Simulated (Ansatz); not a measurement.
Adsorption energy and surface dipole of H on the 1x1 (111) surface of fcc Al, one in a 1x1 cell, started at the site 'top Al', worked from the runs' numbers; total energies count from the potentials' own zero.

Method: PBE (plane waves to 420 eV, PAW; Ansatz, an electronic-structure program).

Slab: 5 atoms, 7.0 Å thick at the start under the adsorbate (thin: gaps and levels are the slab's own); k 12x12x1, smearing 0.1 eV, dipole-corrected; 2 atoms held, the rest relaxed; held to the start's symmetry, so lower structures may exist; no spin, no spin-orbit, no U, no dispersion correction. At the end it is bonded to Al. In PBE this state lies 0.06 eV over the lowest of the starts that converged ('bridge Al-Al (span 2.9 Å)').

| quantity | value |
|---|---|
| slab with the adsorbate | -2164.737 eV |
| clean slab, same cell and mesh | -2149.255 eV |
| reference, ½ H2(g) | -15.872 eV |
| area of the cell | 7.07 Å² |
| change of the step from the bottom to the top vacuum level | 1.723 eV |

### Question
What is the adsorption energy against this reference?

### Answer
E(slab + adsorbate) − E(slab) − E(reference) = 0.39 eV, so in this state the adsorbate is less stable than in the reference, at a coverage of 14.14 a nm².

### Question
What dipole does adsorption add to the slab along the outward normal (Helmholtz relation, ε₀ = 0.005526 e/(V·Å))?

### Answer
p = −ε₀·A·ΔV = -0.067 e·Å = -0.32 D; its negative end points to the vacuum, which raises the vacuum level.
